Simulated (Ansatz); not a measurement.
The reference is CaS in the rock salt structure (space group Fm-3m, No. 225; a = 5.633 Å). Axes: x, y, z lie along the cube axes.

It is then changed as follows: the cell is compressed by 1.50 % along z with no lateral relaxation, atoms relaxed at fixed cell.

Method: PBEsol (Ansatz, a program for electronic structure, PAW, no spin-orbit coupling).

Q: Give the band edges at the high-symmetry points of the new zone, measured from its valence-band maximum.

A: 
```
point  valence edge (eV)  conduction edge (eV)
-----  -----------------  --------------------
Γ                   0.00                  4.02
X                  -0.84                  2.11
P                  -1.73                  4.86
N                  -1.28                  5.12
M                  -0.90                  2.10
S                  -1.12                  3.45
S₀                 -1.12                  3.45
R                  -1.67                  4.63
G                  -1.67                  4.63
```

The gap is 2.10 eV, indirect, Γ → M.

The cells carry an imposed strain or load. Whether these cells are dynamically stable was not tested. Labels are those of the standard path for the cell's own space group.
